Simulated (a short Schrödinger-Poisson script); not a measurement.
Gated Al0.33Ga0.67N/GaN polarisation-induced gas

System: gated Al0.33Ga0.67N/GaN polarisation-induced gas, at 300 K.

| layer | material | thickness (nm) | Na (cm⁻³) |
|---|---|---|---|
| 1 | Al0.33Ga0.67N | 20 | - |
| 2 | GaN | 6000 | 1e15 |

The device is made up for the run: typed textbook-type constants, with dimensions and the other settings drawn at random. Al0.33Ga0.67N: permittivity 9.3, conduction-band edge (eV) 0.462, gap (eV) 4.09, electron mass (mₑ) 0.24, Nv at 300 K (cm⁻³) 4.6e19. GaN: permittivity 9.5, conduction-band edge (eV) 0, gap (eV) 3.43, Nv at 300 K (cm⁻³) 4.6e19.

Channel valleys (confinement mass, in-plane density-of-states mass, number): Γ 0.2, 0.2, 1. At the gate the conduction-band edge of layer 1 lies 1.27 eV − eVg above the Fermi level of the channel; the field vanishes at the back. Sheet of polarisation charge: +1.6e13 e/cm² at 20 nm from the gate. The barrier under the gate holds no holes. Gaps are held at their typed values at every temperature. Mesh 0.08 nm at interfaces.

From a short Schrödinger-Poisson script (our own, NumPy): 1D Poisson equation in equilibrium, electrons quantum, Hartree (BenDaniel-Duke, 40 states a valley, the channel's in-plane mass for all, wave functions free to enter the barrier), parabolic valleys, classical holes, full ionisation, no traps, pinning or gate leakage.

| Vg (V) | electrons (cm⁻²) | in the channel layer | C (μF/cm²) | Γ E0 (meV) | Γ E1 (meV) |
|---|---|---|---|---|---|
| 0.5 | 1.39e13 | 1.26e13 | 0.398 | -143.8 | 0.6 |
| 0.1 | 1.30e13 | 1.18e13 | 0.396 | -134.1 | 4.2 |
| -0.3 | 1.20e13 | 1.10e13 | 0.394 | -124.1 | 7.9 |
| -0.7 | 1.10e13 | 1.02e13 | 0.393 | -114.0 | 11.5 |
| -1.1 | 1.00e13 | 9.39e12 | 0.391 | -103.8 | 15.2 |
| -1.5 | 9.04e12 | 8.54e12 | 0.390 | -93.4 | 18.8 |
| -1.9 | 8.06e12 | 7.68e12 | 0.388 | -82.9 | 22.6 |
| -2.3 | 7.10e12 | 6.80e12 | 0.387 | -72.1 | 26.4 |
| -2.7 | 6.13e12 | 5.92e12 | 0.385 | -61.0 | 30.5 |
| -3.1 | 5.18e12 | 5.02e12 | 0.382 | -49.5 | 34.7 |
| -3.5 | 4.22e12 | 4.12e12 | 0.379 | -37.4 | 39.3 |
| -3.9 | 3.28e12 | 3.22e12 | 0.375 | -24.1 | 44.5 |
| -4.3 | 2.35e12 | 2.32e12 | 0.369 | -8.9 | 51.0 |
| -4.7 | 1.44e12 | 1.43e12 | 0.357 | 10.4 | 60.2 |
| -5.1 | 5.83e11 | 5.80e11 | 0.326 | 41.3 | 78.3 |
| -5.5 | 3.81e9 | 3.81e9 | 0.0264 | 180.3 | 202.9 |

Gate voltages with under 1e6 electrons/cm² are left out.

Subbands count from the Fermi level.
